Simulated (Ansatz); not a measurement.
Results of PBE+SOC (plane waves, PAW; Ansatz, a first-principles code) for cubic perovskite BaHfO3.

Settings: plane-wave cutoff 520 eV, 8×8×8 k mesh, Fermi–Dirac smearing 0.01 eV, PAW data made under PBE.

Properties against volume:

```tsv
V (Å³/atom)	P (GPa)	direct gap at Γ (eV)
13.977	11.03	3.617
14.275	6.95	3.618
14.572	3.29	3.613
14.870	0.00	3.604
15.167	-2.95	3.591
15.464	-5.60	3.574
15.762	-7.97	3.554
```

The fundamental gap (3.54 eV at the equilibrium volume, with added k points) lies elsewhere than Γ–Γ.
